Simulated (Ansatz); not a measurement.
Take TaTlO₃ in the cubic perovskite structure (space group Pm-3m, No. 221; a = 4.034 Å; a cell from a computed database, its experimental status unchecked) as the base. Axes: x, y, z lie along the cube axes.

Modification: biaxial strain −3.75 %, plane normal [110], relaxed out of plane (Cartesian); in-plane vectors clamped, the third vector and the atoms free.

Levels (all Ansatz, an electronic-structure program, PAW): PBEsol (420 eV, without spin-orbit coupling); r2SCAN (500 eV, no SOC); HSE06 (420 eV, without spin-orbit coupling).

One geometry, relaxed with PBEsol, under each level:

```tsv
level	band gap	lowest conduction level above the VBM at special points	pressure
PBEsol	0.19 eV	Z 0.19 eV; S 0.32 eV; Γ 0.36 eV; C₀ 2.82 eV	10.73 GPa
r2SCAN	0.50 eV	Z 0.50 eV; S 0.62 eV; Γ 0.65 eV; C₀ 3.06 eV	12.99 GPa
HSE06	0.99 eV	Z 0.99 eV; S 1.13 eV; Γ 1.16 eV	–
```

Single points use the geometry relaxed with PBEsol. Their cutoffs differ, which shifts pressures a little. HSE06 was sampled on its mesh, a few special points and the semilocal edge points, so its gap is an upper bound. Spin-orbit coupling, missing from the scalar runs, can matter with Ta and Tl. Stability against distortions was not tested. Many cubic perovskites are stable only at high temperature; tilts and polar distortions were not tested. A zero or small gap of TaTlO3 under biaxial strain −3.75 %, plane normal [110], relaxed out of plane can be the functional's error rather than a property of the material. Labels are those of the standard path for the cell's own space group.
